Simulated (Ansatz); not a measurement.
Band structure of NiSi₂ (Fm-3m, 3 atoms in the cell).

```
NiSi2
1.0
    0.00000     2.70500     2.70500
    2.70500     0.00000     2.70500
    2.70500     2.70500     0.00000
Si Ni
2 1
Direct
  0.25000   0.25000   0.25000
  0.75000   0.75000   0.75000
  0.00000   0.00000   0.00000
```

Computed with PBE, PAW files (plane waves; Ansatz, an electronic-structure program).

Settings: kpoints.mp_grid.grid = 11 11 11; hamiltonian.xc = pbe; hamiltonian.pseudopotentials = {kind: paw} (an earlier, softer set of the program's PAW files); scf.occupations.method = fermi_dirac; scf.occupations.width = 0.136 eV; kpoints.band_path.npoints = 8.

The starting cell has typed, rounded lattice constants, without a prior relaxation at this level. Spin polarisation is off.

Levels in eV from the Fermi level, bands 10 to 16:
```tsv
point	10	11	12	13	14	15	16
Γ	-3.48	-0.30	1.73	1.73	1.73	2.28	2.28
X	-3.57	-3.57	-3.41	-3.07	-0.38	1.44	7.74
W	-3.70	-3.56	-3.14	-2.40	2.24	2.24	4.68
K	-3.76	-3.38	-2.88	-2.60	0.23	3.67	4.70
L	-3.29	-3.29	-1.44	-1.44	1.80	1.84	1.84
U	-3.76	-3.38	-2.88	-2.60	0.23	3.67	4.70
```

Bands cross the Fermi level along this path, so the cell is metallic at this level.

Keys are those of Ansatz 0.2.
